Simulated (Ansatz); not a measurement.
N interstitial started as a split pair with N in metastable zinc-blende AlN: one set of geometries, relaxed with PBE, evaluated in Ansatz (PAW, plane waves to 420 eV, 500 eV under r2SCAN) with PBE, r2SCAN.

Cell and caveats: 64-site cell; 2×2×2 shifted k-points; start: split with N; charged states image-corrected; corrections pass 1 eV, so highly charged states may be off by several tenths; flagged in the runs: a doubtful potential alignment, a strain field that reaches the edge of the cell.

```tsv
quantity	PBE	r2SCAN
host gap (eV)	3.31	3.92
ε(+2/+1) above the VBM (eV)	0.19	0.11
ε(+1/0) above the VBM (eV)	1.55	1.87
ε(0/−1) above the VBM (eV)	2.18	2.52
largest moment on one atom at charge +2 (μB)	0.17	0.19
largest moment on one atom at charge +1 (μB)	0.37	0.40
neutral formation energy against N2 molecule in a box (eV)	4.90	4.70
largest moment on one atom at charge 0 (μB)	0.31	0.34
```

PBE narrows the gap by 0.61 eV against r2SCAN, the highest level run, and puts the levels 0.19 eV lower above the valence-band maximum on average.

Ansatz is a quantum-chemistry and plane-wave program.
